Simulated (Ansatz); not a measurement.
We consider SnS (Cmcm, No. 63, 4 atoms in the cell; start COD 9008295; the formula has other measured phases), described by G0W0@HSE06 (Ansatz, a first-principles code, plane waves, hard PAW, contour deformation).

The same calculation (at the measured cell, 24.863 Å³/atom) with different numerical settings; throughout: k mesh 2×2×2:

```csv
run,response cutoff (eV),empty bands,quasiparticle gap on the mesh (eV),quasiparticle gap at Γ (eV),rough time
1,100,415,1.338,4.784,7 core-min
2,150,762,1.403,4.879,30 core-min
3,200,1173,1.435,4.924,60 core-min
4,250,1640,1.453,4.948,100 core-min
5,300,2156,1.463,4.962,2 core-h
```

In the column quasiparticle gap at Γ (eV) the first row differs from the last by -0.178 and the next to last by -0.014.

The last row is no converged limit: other settings stay fixed.

Spin–orbit coupling is not included.

Note: filled d or f shells below the valence bands can shift G0W0 gaps through exchange with them, which wasn't tested here. Note: GW on a hybrid start was not checked against another program.
